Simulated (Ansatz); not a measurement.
Cell and atoms of amorphous Si₂₄O₅₁Al₂:

```yaml
crystal:
  lattice:
    - [10.59512, 0.00000, 0.00000]
    - [0.00000, 10.59512, 0.00000]
    - [0.00000, 0.00000, 10.59512]
  atoms:
    - { symbol: Si, position: [0.31193, 0.56690, 0.89641] }
    - { symbol: Si, position: [0.84405, 0.76698, 0.46493] }
    - { symbol: Si, position: [0.96804, 0.97653, 0.38991] }
    - { symbol: Si, position: [0.94023, 0.76587, 0.84733] }
    - { symbol: Si, position: [0.33000, 0.95033, 0.04058] }
    - { symbol: Si, position: [0.39724, 0.18487, 0.19057] }
    - { symbol: Si, position: [0.29507, 0.79615, 0.27052] }
    - { symbol: Si, position: [0.86059, 0.12874, 0.08265] }
    - { symbol: Si, position: [0.09063, 0.56515, 0.73085] }
    - { symbol: Si, position: [0.42330, 0.41209, 0.01555] }
    - { symbol: Si, position: [0.42269, 0.83231, 0.80137] }
    - { symbol: Si, position: [0.24707, 0.05520, 0.39493] }
    - { symbol: Si, position: [0.67160, 0.44925, 0.71700] }
    - { symbol: Si, position: [0.06168, 0.61171, 0.33610] }
    - { symbol: Si, position: [0.72200, 0.37569, 0.99183] }
    - { symbol: Si, position: [0.68750, 0.74050, 0.71975] }
    - { symbol: Si, position: [0.86774, 0.22233, 0.35279] }
    - { symbol: Si, position: [0.89060, 0.61165, 0.09188] }
    - { symbol: Si, position: [0.81964, 0.86461, 0.20831] }
    - { symbol: Si, position: [0.58104, 0.30871, 0.35958] }
    - { symbol: Si, position: [0.28210, 0.07257, 0.69198] }
    - { symbol: Si, position: [0.43135, 0.30016, 0.61680] }
    - { symbol: Si, position: [0.08283, 0.03157, 0.89632] }
    - { symbol: Si, position: [0.25436, 0.50648, 0.51862] }
    - { symbol: O, position: [0.36679, 0.68949, 0.82176] }
    - { symbol: O, position: [0.78764, 0.99261, 0.12293] }
    - { symbol: O, position: [0.29504, 0.16996, 0.30450] }
    - { symbol: O, position: [0.74342, 0.73688, 0.57547] }
    - { symbol: O, position: [0.95836, 0.30753, 0.44158] }
    - { symbol: O, position: [0.26856, 0.83893, 0.12555] }
    - { symbol: O, position: [0.20792, 0.02295, 0.98393] }
    - { symbol: O, position: [0.76371, 0.43513, 0.59656] }
    - { symbol: O, position: [0.29782, 0.36901, 0.57491] }
    - { symbol: O, position: [0.39087, 0.18308, 0.71311] }
    - { symbol: O, position: [0.35830, 0.55390, 0.04823] }
    - { symbol: O, position: [0.75754, 0.23019, 0.02877] }
    - { symbol: O, position: [0.93476, 0.64297, 0.42696] }
    - { symbol: O, position: [0.14419, 0.09351, 0.76547] }
    - { symbol: O, position: [0.41266, 0.05218, 0.11797] }
    - { symbol: O, position: [0.37549, 0.42548, 0.86687] }
    - { symbol: O, position: [0.57537, 0.40503, 0.03066] }
    - { symbol: O, position: [0.81032, 0.48347, 0.06110] }
    - { symbol: O, position: [0.85408, 0.07846, 0.40856] }
    - { symbol: O, position: [0.79287, 0.80006, 0.81599] }
    - { symbol: O, position: [0.09626, 0.05314, 0.37987] }
    - { symbol: O, position: [0.35537, 0.29997, 0.09573] }
    - { symbol: O, position: [0.43240, 0.89374, 0.94147] }
    - { symbol: O, position: [0.31239, 0.92104, 0.35953] }
    - { symbol: O, position: [0.01883, 0.43831, 0.68628] }
    - { symbol: O, position: [0.75549, 0.82477, 0.34759] }
    - { symbol: O, position: [0.95654, 0.67026, 0.96674] }
    - { symbol: O, position: [0.42807, 0.71997, 0.26730] }
    - { symbol: O, position: [0.94802, 0.87531, 0.50490] }
    - { symbol: O, position: [0.19925, 0.59802, 0.62816] }
    - { symbol: O, position: [0.99776, 0.57652, 0.19918] }
    - { symbol: O, position: [0.55948, 0.82528, 0.73084] }
    - { symbol: O, position: [0.38006, 0.57678, 0.47391] }
    - { symbol: O, position: [0.80020, 0.73139, 0.13361] }
    - { symbol: O, position: [0.16800, 0.72175, 0.31949] }
    - { symbol: O, position: [0.33148, 0.92864, 0.72259] }
    - { symbol: O, position: [0.50690, 0.26025, 0.48647] }
    - { symbol: O, position: [0.96428, 0.89593, 0.25524] }
    - { symbol: O, position: [0.53495, 0.21615, 0.24643] }
    - { symbol: O, position: [0.55692, 0.45556, 0.31888] }
    - { symbol: O, position: [0.91942, 0.20001, 0.20756] }
    - { symbol: O, position: [0.99417, 0.68534, 0.72831] }
    - { symbol: O, position: [0.53480, 0.38889, 0.68684] }
    - { symbol: O, position: [0.73163, 0.28983, 0.36115] }
    - { symbol: O, position: [0.16135, 0.55480, 0.86838] }
    - { symbol: O, position: [0.97160, 0.10818, 0.97433] }
    - { symbol: O, position: [0.26608, 0.08357, 0.54162] }
    - { symbol: O, position: [0.02251, 0.89326, 0.86649] }
    - { symbol: O, position: [0.14092, 0.49771, 0.40831] }
    - { symbol: O, position: [0.73708, 0.38164, 0.83930] }
    - { symbol: O, position: [0.65101, 0.59692, 0.75733] }
    - { symbol: Al, position: [0.91824, 0.40276, 0.56534] }
    - { symbol: Al, position: [0.46819, 0.58549, 0.34272] }
```

Methods: PBE, scalar-relativistic without spin-orbit coupling (Ansatz, a quantum-chemistry and plane-wave program); r2SCAN, scalar-relativistic without spin-orbit coupling (Ansatz); HSE06, scalar-relativistic without spin-orbit coupling (Ansatz). Neutral PBE cell, which sets geometry, pressure and energy: sampling: a 2×2×2 Γ-centred mesh; Fermi-Dirac width 0.02 eV; no spin polarisation. Exact exchange is cut at the faces of this 11 Å cell, which leaves hybrid gaps a finite-size error.

A CHGNet melt-quench gave the starting glass, which DFT then relaxed. O atoms were pushed apart under 1.9 Å during the dynamics, to hinder bonds among them. The hot cell started wider than the set density and was brought back towards it in steps. It is the lowest in DFT energy of 2 quenches. It is a model cell: composition and starting density were chosen by hand, and all elements were melted together. No dispersion term was used. Its density started from a set value of 2.24 and ended at 2.16 g/cm³. The simulated quench (nominally 320 K/ps over its main leg) is rapid and tends to freeze in more defects than a deposited or slowly cooled glass has. A cell of this size samples the disorder only roughly. The volume was free in the relaxation, at fixed shape.

**Question.** Give the pressure, the energy against reference phases and the spacing of the highest filled and lowest empty levels.

**Answer.** 
```json
{
 "Pressure on a 2×2×2 Γ-centred mesh": "-0.01 GPa",
 "Largest force and stress component on that mesh (the relaxation ran on the zone centre alone)": "0.02 eV/Å and 1.2 GPa",
 "Energy relative to alpha cristobalite + corundum (lowest mix at this level among the phases computed, not always the ambient ones)": "0.128 eV/atom",
 "Level gap on a 2×2×2 Γ-centred mesh (PBE)": "4.64 eV",
 "Level gap at the zone centre (PBE)": "4.66 eV",
 "Level gap at the zone centre (r2SCAN)": "5.32 eV",
 "Level gap at the zone centre (HSE06)": "6.44 eV",
 "Distance between the nearest levels spread over more than a fifth of the atoms or a third of the atoms of their main element (six at least) (PBE, zone centre)": "4.98 eV"
}
```

**Question.** At PBE and the zone centre, how localised are the states just below and above the Fermi level (participation number: the atoms over which a state spreads)?

**Answer.** The highest filled state is spread over 7.1 atoms' worth, largest on O67, with weights by element (charge in smoothed Voronoi cells) O 0.96, Si 0.04, Al 0.00. The lowest empty state is spread over 39.5 atoms' worth, largest on Al77, with weights by element (charge in smoothed Voronoi cells) O 0.66, Si 0.20, Al 0.14.

At PBE the levels at the filled edge of the gap are localised (band-tail or defect states), and the nearest spread-out levels lie 5.0 eV apart at the zone centre.

Cut-offs for bonds: Si-Si 2.60 Å, Si-O 1.90 Å, Si-Al 2.55 Å, O-O 1.58 Å, O-Al 2.24 Å, Al-Al 2.66 Å. Two cations that share two anions don't count as bonded, nor two that share one unless they lie closer than Si-Si 2.38 Å, Si-Al 2.48 Å, Al-Al 2.59 Å.

Added carriers, by PBE, scalar-relativistic without spin-orbit coupling (Ansatz) on the zone centre alone. Charged cells keep the cell fixed and stand in a uniform background, with no image correction, at a width of 0.01 eV; where the count is odd the moment is locked at 1 μB, unless the neutral cell bore moments. Each starts from the undistorted neutral geometry alone. PBE's self-interaction favours spread-out carriers, so it can miss traps that a hybrid finds.

**Question.** What happens at PBE when the cell takes an extra electron and the atoms relax?

**Answer.** Relaxation lowers the charged cell by 0.55 eV. The largest moves are Al76 0.58 Å, Al77 0.54 Å, O29 0.35 Å, O45 0.31 Å. The level that holds the added charge spreads over 4.2 atoms' worth, most on Al77 (weight 0.47): a localised (trapped) carrier, which neighbours of that atom can share. Bonds formed: O37-Al76. Made neutral again at that geometry, the cell lies +1.04 eV from the neutral start.

**Question.** What happens at PBE when the cell takes a hole and the atoms relax?

**Answer.** Relaxation lowers the charged cell by 0.11 eV. The largest moves are O45 0.30 Å, O71 0.22 Å, O63 0.17 Å, O27 0.16 Å. The level that was emptied spreads over 9.5 atoms' worth, most on O67 (weight 0.22): a partly localised carrier. No bond crosses its cut-off with a change of over 0.15 Å (metal-metal contacts aside). Made neutral again at that geometry, the cell lies +0.30 eV from the neutral start.
